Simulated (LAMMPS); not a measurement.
Pressure dependence of ZnO (wurtzite) at 2920 K, from the melt.

Level of theory: classical MD, Buckingham potential of Lewis and Catlow, J. Phys. C 18, 1149 (1985), first set, used with rigid ions (no shells), PPPM sums, short-range terms cut at 10 Å, modified for these runs by an r^-4 repulsive force inside the short-range force's maximum (LAMMPS).

```tsv
P (GPa)	state	volume	coordination number of O by Zn	self-diffusion coefficient of O (not corrected for cell size)
0	liquid	14.48 ± 0.05 Å³/atom	4.07 (counted to 2.90 Å)	(5.3 ± 0.2) × 10^-5 cm²/s
2	liquid	13.37 ± 0.03 Å³/atom	4.23 (counted to 2.86 Å)	(5.5 ± 0.3) × 10^-5 cm²/s
5	liquid	12.43 ± 0.02 Å³/atom	-	(4.9 ± 0.3) × 10^-5 cm²/s
```

Caution: the potential ionic pair potential lewis1985a is fitted to static crystal properties with a polarisable anion, which is rigid here.

Caution: at ambient pressure real ZnO sublimes or decomposes before or as it melts, so this liquid is the model's.

Caution: a run this short can hold a crystal over, or a liquid under, the potential's own melting point, which these runs don't give.

Caution (row 2): enthalpy drifts during the constant-pressure average: a transition or slow ageing; fluctuation values are void.

Estimate the isothermal bulk modulus at zero pressure. A parabola P(ln V) through the three points gives −dP/d ln V = 17 GPa at zero pressure.

States go by the mean squared displacement: a species diffuses where it passes 1.5 Å², still rises and gives D over 1e-6 cm²/s; a crystal has left its structure where atoms lie 0.35 Å off their sites on average or a cubic box changes its shape by 3 %, or the axial ratios of another lie 8 % off the starting cell's, which the potential's own relaxation can also do.

Errors of D are the spread over four groups of atoms in one short run; a floor of about 5 %, a picked value, is safer.

The ± values are statistical; the model's systematic error is not in them.
